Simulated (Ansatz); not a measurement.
## A self-consistent single point of KSc2 (Fd-3m, 6 atoms in the cell) with Ansatz

Method: LDA (PW92), default PAW files made with PBE (plane waves; Ansatz, a program for electronic structure).

Input as run:

Ansatz 0.2 input:
```yaml
crystal:
  lattice:
    - [0.000000, 4.523421, 4.523421]
    - [4.523421, 0.000000, 4.523421]
    - [4.523421, 4.523421, 0.000000]
  atoms:
    - { symbol: Sc, position: [0.125000, 0.125000, 0.125000] }
    - { symbol: Sc, position: [0.625000, 0.125000, 0.125000] }
    - { symbol: Sc, position: [0.125000, 0.625000, 0.125000] }
    - { symbol: Sc, position: [0.125000, 0.125000, 0.625000] }
    - { symbol: K, position: [0.750000, 0.750000, 0.750000] }
    - { symbol: K, position: [0.500000, 0.500000, 0.500000] }
basis:
  ecutwfc: 420.0
kpoints:
  mp_grid:
    grid: [9, 9, 9]
hamiltonian:
  xc: lda
  pseudopotentials:
    kind: paw
scf:
  occupations:
    method: cold
    width: 0.1
output:
  forces: true
  eigenvalues: true
  stress: true
```

Output (repeated stretches shortened):

```
WARN ansatz: RAYON_NUM_THREADS=1 ignored (pool sized by the plan → 1); use --threads N
Pseudopotentials: kind: paw
Pseudopotential: Sc, paw, valence charge 11
Pseudopotential: K, paw, valence charge 9
Crystal: 6 atoms, lattice volume = 185.110 Å³
Basis set: ecut = 420 eV, 3695 PW (Γ)
Bands: 38, of which v1, the nominal top of the filled ones, is band 31 counted from 1 (30 counted from 0)
Symmetry: 48 space group operations
Space group: Fd-3m (ITA 227), of the structure as read, at distance tolerance 5.7e-5 Å
k-points: 35 of 729
PAW frozen core: Sc, regenerated for the run's functional, and the local potential with it
PAW frozen core: K, regenerated for the run's functional, and the local potential with it
Initial density: superposition of atomic densities (neutral atoms: chi_scale 0, normalization atom), corrected by the library's trained network
Initial wavefunctions: pseudopotential atomic-orbital guess
Eigensolver: davidson
Functional: x = slater, c = lda
SCF iter   1: F=—  HF=-11344.358521 eV  |F-HF|=—  |Δ(HF+E_count)|=         —  Δρ=5.06e-3  dr2=2.16e-2  ethr=1.77e-3  ⟨swp⟩=7.6  Hψ=5910  notcnv=0
all-band conjugate gradients solve this SCF's bands
preconditioner: auto → Kerker (q_TF=auto, 2.274 Å⁻¹)
SCF iter   2: F=—  HF=-11344.368150 eV  |F-HF|=—  |Δ(HF+E_count)|=   9.63e-3  S|Δr|=    0.00e0  Δρ=2.80e-3  dr2=6.29e-3  ethr=3.49e-5  ⟨swp⟩=1.9  Hψ=1725  notcnv=0
SCF iter   3: F=—  HF=-11344.369162 eV  |F-HF|=—  |Δ(HF+E_count)|=   1.01e-3  S|Δr|=    0.00e0  Δρ=7.02e-4  dr2=1.16e-3  ethr=1.01e-5  ⟨swp⟩=2.2  Hψ=1660  notcnv=0
SCF iter   4: F=—  HF=-11344.369059 eV  |F-HF|=—  |Δ(HF+E_count)|=   1.02e-4  S|Δr|=    0.00e0  Δρ=3.39e-4  dr2=3.02e-4  ethr=1.87e-6  ⟨swp⟩=1.9  Hψ=1415  notcnv=0
SCF iter   5: F=—  HF=-11344.369016 eV  |F-HF|=—  |Δ(HF+E_count)|=   4.31e-5  S|Δr|=    0.00e0  Δρ=6.44e-5  dr2=8.33e-6  ethr=4.88e-7  ⟨swp⟩=2.0  Hψ=1545  notcnv=0
SCF iter   6: F=—  HF=-11344.369130 eV  |F-HF|=—  |Δ(HF+E_count)|=   1.14e-4  S|Δr|=    0.00e0  Δρ=2.70e-5  dr2=2.82e-6  ethr=1.34e-8  ⟨swp⟩=2.2  Hψ=2336  notcnv=0
SCF iter   7: F=—  HF=-11344.369130 eV  |F-HF|=—  |Δ(HF+E_count)|=   4.38e-7  S|Δr|=    0.00e0  Δρ=1.37e-5  dr2=6.53e-7  ethr=4.55e-9  ⟨swp⟩=2.0  Hψ=1528  notcnv=0
SCF iter   8: F=—  HF=-11344.369130 eV  |F-HF|=—  |Δ(HF+E_count)|=   1.41e-7  S|Δr|=    0.00e0  Δρ=5.85e-6  dr2=1.24e-7  ethr=1.05e-9  ⟨swp⟩=2.0  Hψ=1526  notcnv=0
SCF iter   9: F=-11344.369130 eV  HF=-11344.369130 eV  |F-HF|=7.94e-9  |Δ(HF+E_count)|=   2.98e-8  S|Δr|=    0.00e0  Δρ=1.75e-6  dr2=1.12e-8  ethr=1.61e-10  ⟨swp⟩=4.5  Hψ=4038  notcnv=0
SCF 1 converged in 9 iterations: F = -11344.369130 eV  dr2 = 1.12e-8
SCF converged after 9 iterations
Stability not checked (fill_not_monotonic)
Free energy (F): -11344.369130 eV
Harris-Foulkes:  -11344.369130 eV  (|F-HF|=7.94e-9)
Internal energy: -11344.342956 eV  (E = F + TS)
E sigma→0 (E₀):  -11344.360405 eV
Entropy (-TS):   -0.026174 eV (-4.362 meV/atom)
Fermi energy:    6.690164 eV
--- Per-component energies (eV) ---
  E_band       = -967.580212
  E_kinetic    = 1545.997442
  E_local      = -5052.624627  (includes V_loc(G=0)·N_el)
  E_nonlocal   = 385.531272
  E_hartree    = 1759.893034
  E_xc         = -672.978731
  E_vxc        = -834.130741  (∫ρ·V_xc dr)
  E_paw        = -5127.051421  (= ΣΔE_a)
  E_vpaw       = -532.145051  (= ΣTr[D̂ρ^β])
  E_aug_tail   = 0.000030  (compensation charges beyond the density's cutoff)
  E_ewald      = -4184.844644
  E_core_change = 1.734691  (= ΣΔE_core)
  E_smearing   = -0.026174  (= −TS)
  E_closure    = 0.000000  (closes the sum)
  Σ components = -11344.369130   (vs F -11344.369130, Δ=0.00e0)
--- Forces (eV/Å), atoms counted from 1 ---
  atom   1  Sc     0.00000000    -0.00000000    -0.00000000
   [... zero for the other atoms too ...]
  max |Σ_I F_I| component: 2.89e-19 eV/Å
--- Stress (GPa, compression-positive) ---
        0.632783      -0.000000      -0.000000
        0.000000       0.632783       0.000000
       -0.000000       0.000000       0.632783
  P = ⅓ Tr σ = 0.6328 GPa (6.328 kbar)
  The stress holds the Pulay correction. Without it, at fixed plane waves, as pw.x and ABINIT print it: P = 0.6265 GPa
--- Band table (eV; the first three rows and the last of 35) ---
  k-point 0: bands = ["-42.7575", "-42.7049", "-42.7049", "-42.7049", "-23.6183", "-23.5858", "-21.7799", "-21.7765", "-21.7765", "-21.7765", "-21.7540", "-21.7540", "-21.6133", "-21.6133", "-21.6133", "-21.3824", "-21.3824", "-21.3824", "-7.4320", [...]
  k-point 1: bands = ["-42.7564", "-42.7061", "-42.7049", "-42.7049", "-23.6177", "-23.5865", "-21.7773", "-21.7735", "-21.7735", "-21.7690", "-21.7521", "-21.7521", "-21.6172", "-21.6172", "-21.6133", "-21.3929", "-21.3836", "-21.3836", "-7.4337", [...]
  k-point 2: bands = ["-42.7531", "-42.7094", "-42.7049", "-42.7049", "-23.6159", "-23.5885", "-21.7769", "-21.7681", "-21.7681", "-21.7436", "-21.7436", "-21.7411", "-21.6286", "-21.6286", "-21.6133", "-21.4225", "-21.3865", "-21.3865", "-7.4378", [...]
  k-point 34: bands = ["-42.7348", "-42.7278", "-42.7050", "-42.7050", "-23.6049", "-23.6003", "-21.7524", "-21.7520", "-21.7388", "-21.7237", "-21.6940", "-21.6858", "-21.6608", "-21.6471", "-21.5969", "-21.5526", "-21.4066", "-21.4030", "-7.4666", [...]
```

The run converged in 9 iterations.

The starting cell was generated: these elements placed on a structure prototype, without a prior relaxation; it need not be a known phase or ordering of this composition. Ansatz's pressure includes its estimate of the finite-basis (Pulay) stress.
